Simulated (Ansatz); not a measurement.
MgS (model structure, started from the alpha GeTe type, Fm-3m, No. 225, 2 atoms in the cell)

Level of theory: PBEsol (PAW; Ansatz, a program for electronic structure).

Numerical settings: plane-wave cutoff 500 eV, 14×14×14 k mesh, Fermi–Dirac smearing 0.05 eV, scalar-relativistic PAW data made under PBE.

Cell (relaxed at this level):

```cif
data_MgS
_chemical_formula_sum 'Mg1 S1'
_space_group_name_H-M_alt 'P 1'
_space_group_IT_number 1
_cell_length_a 3.66415
_cell_length_b 3.66415
_cell_length_c 3.66415
_cell_angle_alpha 60.001
_cell_angle_beta 60.001
_cell_angle_gamma 60.001
loop_
_space_group_symop_operation_xyz
  'x, y, z'
loop_
_atom_site_label
_atom_site_type_symbol
_atom_site_fract_x
_atom_site_fract_y
_atom_site_fract_z
_atom_site_occupancy
Mg1 Mg 0.75000 0.75000 0.75000 1
S1 S 0.25000 0.25000 0.25000 1
```

```json
{
  "band_gap": "2.73 eV (on the SCF k mesh)"
}
```

Static lattice: no zero-point or thermal effects.

It cost roughly 2.1 core-minutes of CPU time.

A model structure was made by putting elements into a prototype or built by hand; here it ended with the formula and space group of a phase in our tables.
